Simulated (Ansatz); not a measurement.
Abridged Ansatz (a first-principles code) output:

```
Pseudopotential: Ba, paw, valence charge 10
Pseudopotential: Al, paw, valence charge 3
Crystal: 7 atoms, lattice volume = 229.239 Å³
Basis set: ecut = 420 eV, 4457 PW (Γ), exchange–correlation on 90×90×90 points (8 copies of the dense FFT grid, shifted against one another)
Bands: 21, of which v1, the nominal top of the filled ones, is band 14 counted from 1 (13 counted from 0)
Symmetry: 48 space group operations
k-points: 35 of 512
Functional: x = pbesol(κ = 0.804, μ = 0.12345679012345678), c = pbesol(β = 0.046)
SCF iter   1: F=—  HF=-9007.952554 eV  |F-HF|=—  |Δ(HF+E_count)|=         —  Δρ=2.25e-3  dr2=6.20e-2  ethr=1.77e-3  ⟨swp⟩=10.4  Hψ=5681  notcnv=0
SCF iter   2: F=—  HF=-9007.948455 eV  |F-HF|=—  |Δ(HF+E_count)|=   4.10e-3  Δρ=1.15e-3  dr2=1.47e-2  ethr=2.21e-4  ⟨swp⟩=1.3  Hψ=1026  notcnv=0
SCF 1 converged in 8 iterations: F = -9007.945980 eV  dr2 = 2.01e-10
SCF converged after 8 iterations
Free energy (F): -9007.945980 eV
Internal energy: -9007.940097 eV  (E = F + TS)
E sigma→0 (E₀):  -9007.943039 eV
Entropy (-TS):   -0.005883 eV (-0.840 meV/atom)
Fermi energy:    3.879625 eV
--- Forces (eV/Å), atoms counted from 1 ---
  atom   1  Ba    -0.00000000     0.00000000     0.00000000
  atom   2  Al     0.00063799     0.00000000     0.00000000
  atom   3  Al    -0.00063799    -0.00000000     0.00000000
  atom   4  Al    -0.00000000     0.00063799     0.00000000
  atom   5  Al     0.00000000    -0.00063799     0.00000000
  atom   6  Al     0.00000000     0.00000000     0.00063799
  atom   7  Al     0.00000000     0.00000000    -0.00063799
--- Stress (GPa, compression-positive) ---
        0.004670       0.000000       0.000000
       -0.000000       0.004670       0.000000
        0.000000      -0.000000       0.004670
  P = ⅓ Tr σ = 0.0047 GPa (0.047 kbar)
```

**Question.** What was computed, and what are the main results?

**Answer.** BaAl6, 7 atoms in the cell, with PBEsol (Ansatz, PAW, spin-orbit coupling left out). The last SCF converged to F = -9007.945980 eV, or -1286.8494 eV per atom, at a pressure of 0.00 GPa. The total energy compares only with runs of the same code, potentials and settings.

No phonon test of stability was made. The cell was made from BaB6 by this change: B → Al; the result is a hypothetical phase, not in the database extracts checked.
